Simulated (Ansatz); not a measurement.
Al interstitial in wurtzite AlN (start: void with 3N nearest; 96-site cell, 2×2×2 shifted sampling). The numbers are results of PBE, PAW (plane waves to 420 eV; Ansatz, a quantum-chemistry and plane-wave program), not measurements. Total energies of the localised charge states, counted from that of charge +3, and their image corrections (point charge with alignment); the host's valence-band maximum lies at 6.942 eV on the cells' energy zero and its gap is 4.03 eV.

| charge | moment (μB) | E − E(first) (eV) | correction (eV) |
|---|---|---|---|
| +3 | not spin-polarised | 0.000 | 2.393 |
| +2 | 1.0 | 10.837 | 1.197 |
| +1 | not spin-polarised | 21.093 | 0.389 |

### Question
Derive the transition levels above the valence-band maximum and say which of them are thermodynamic.

### Answer
A level is the Fermi energy at which two charges have equal formation energy: ε(q/q′) = [E(q′) + corr(q′) − E(q) − corr(q)] / (q − q′) − E_VBM.
ε(+3/+2) = [(10.837 + 1.197) − (0.000 + 2.393)] / 1 − 6.942 = 2.70 eV
ε(+2/+1) = [(21.093 + 0.389) − (10.837 + 1.197)] / 1 − 6.942 = 2.51 eV
Charge +2 lies above the lower envelope where its neighbours cross, so the level that counts is ε(+3/+1) = [(21.093 + 0.389) − (0.000 + 2.393)] / 2 − 6.942 = 2.60 eV.
Thermodynamic levels at least 0.1 eV inside the gap: (+3/+1) at 2.60 eV. Corrections reach 2.39 eV, so the outer levels may be off by several tenths of an eV. Only the charges listed were compared. At charge 0 the carrier sat in host band states, shallow at most. The geometries come from one start. Flagged in the runs: a host whose relaxation on this sampling wasn't shown to rest, a strain field that reaches the edge of the cell.
